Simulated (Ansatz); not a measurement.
Worked example: relaxation of cell and atoms of AlInCu2S4 (I-4, 8 atoms in the cell) in Ansatz (a first-principles code).

Method of the run: LDA (PW92), PAW files made with PBE (plane waves; Ansatz).

```xyz
8
Lattice="-2.7372 2.7372 5.4207 2.7372 -2.7372 5.4207 2.7372 2.7372 -5.4207" Properties=species:S:1:pos:R:3 pbc="T T T"
Al     0.0000     2.7372     2.7103
In     0.0000     0.0000     5.4207
Cu     2.7372     0.0000     2.7103
Cu     0.0000     0.0000     0.0000
S      1.3277     1.2689    -1.4442
S      1.2689     4.1467     1.4442
S      1.4095     1.4683     3.9765
S      1.4683    -1.4095     6.8649
```

Reference input (self-consistent single point, DFT, LDA (PW92), plane waves, PAW files made with PBE): kpoints.mp_grid.grid = 5 5 5; hamiltonian.xc = lda; hamiltonian.pseudopotentials = {kind: paw} (the program's default PAW files); scf.occupations.method = fermi_dirac; scf.occupations.width = 0.05 eV. This run's input differs from it in these lines:

```diff
@@ -21,2 +21,4 @@
   occupations: { method: fermi_dirac, width: 0.05 }
+relax:
+  cell: {}
 output:
```

Log, with long lists cut:

```
   [... SCF lines of the steps left out ...]
relax step   1: F+E_penalty+E_count = -22564.83947525 eV  Δ(F+E_penalty+E_count) = +0.000e0 eV  max|allowed force component| = 3.317e-1 eV/Å  Δτ_max = 0.0000 Å  P = -5.526 GPa  Ω = 162.454 Å³  (11 SCF iters, dr2 threshold 1.00e-7 eV, accepted)
relax step   2: F+E_penalty+E_count = -22565.05788807 eV  Δ(F+E_penalty+E_count) = -2.184e-1 eV  max|allowed force component| = 3.416e-1 eV/Å  Δτ_max = 0.0221 Å  P = -1.964 GPa  Ω = 154.371 Å³  energy of the carried Pulay correction = +2.393e-3 eV  [...]
   [... lines left out ...]
relax step   4: F+E_penalty+E_count = -22565.11266029 eV  Δ(F+E_penalty+E_count) = -1.355e-3 eV  max|allowed force component| = 8.074e-3 eV/Å  Δτ_max = 0.0021 Å  P = -0.007 GPa  Ω = 150.285 Å³  energy of the carried Pulay correction = +3.649e-3 eV  [...]
relax step   5: F+E_penalty+E_count = -22565.10921353 eV  Δ(F+E_penalty+E_count) = +3.447e-3 eV  max|allowed force component| = 8.047e-3 eV/Å  Δτ_max = 0.0000 Å  P = -0.013 GPa  Ω = 150.285 Å³  stress off target by 3.31e-2 GPa  SCF on the basis [...]
basis re-selected at this cell: Δ(F+E_penalty+E_count) = +3.447e-3 eV, ΔP = -0.006 GPa vs the last step
the relaxation is at rest under the 4 symmetry operations that the run kept from its start: a minimum is not shown …
Free energy (F): -22565.109214 eV
Internal energy: -22565.109206 eV  (E = F + TS)
E sigma→0 (E₀):  -22565.109210 eV
Entropy (-TS):   -0.000008 eV (-0.001 meV/atom)
Fermi energy:    8.494304 eV
--- Forces (eV/Å), atoms counted from 1 ---
  atom   1  Al    -0.00000000     0.00000000     0.00000000
   [... lines left out ...]
  cell:  # Å, volume = 150.2851 Å³
   [... lines left out ...]
    - { symbol: S, position: [0.10042589240706498, 0.10093056789065213, 0.4661570174798486] }
    - { symbol: S, position: [0.899069432109348, 0.3652264495891966, 0.9994953245164131] }
    - { symbol: S, position: [0.6347735504108036, 0.6342688749272165, 0.5338429825201514] }
    - { symbol: S, position: [0.36573112507278366, 0.8995741075929349, 0.0005046754835871248] }
```

The run converged. 

Summary of the result:
```
Property                                                                                    Result
-----------------------------------------------  -------------------------------------------------
Free energy E − TS (on the zero of these files)                                     -22565.1092 eV
Gap on the k-point mesh                                                                    0.85 eV
Pressure                                                                                 -0.01 GPa
Largest force (vector length)                                                           0.011 eV/Å
Final cell                                       a = b = c = 6.5128 Å, α = β = 131.83°, γ = 70.50°
Final volume per atom                                                                     18.79 Å³
Relaxation steps                                                                                 5
```

The starting cell comes from a database of computed structures (which also holds hypothetical and non-ambient phases and stackings), without a prior relaxation at this level. The relaxation keeps the symmetry of its start, so its end need not be a minimum. Ansatz's pressure includes its estimate of the finite-basis (Pulay) stress.

Cost on one core of a shared machine: roughly 2 min.

Keys are those of Ansatz 0.2.
